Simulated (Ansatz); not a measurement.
# How the polycrystal shear modulus of L1₂ (Cu3Au-type) Ni3Fe moves with the method

No measured value is used here.

| level (code) | value (GPa) | cell (Å³/atom) |
|---|---|---|
| LDA (Ansatz) | 118 | 10.24 |
| PBE (Ansatz) | 95.8 | 11.13 |
| PBEsol (Ansatz) | ___ | 10.62 |

Complete the blanks.


- PBEsol (Ansatz, a first-principles code), value (GPa): 109

Spin-polarised runs: LDA (parallel moments), PBE (parallel moments), PBEsol (parallel moments). Each level is taken at its own relaxed cell. Ansatz's density-functional and Hartree–Fock values are scalar-relativistic unless marked +SOC, with PAW data made under PBE.
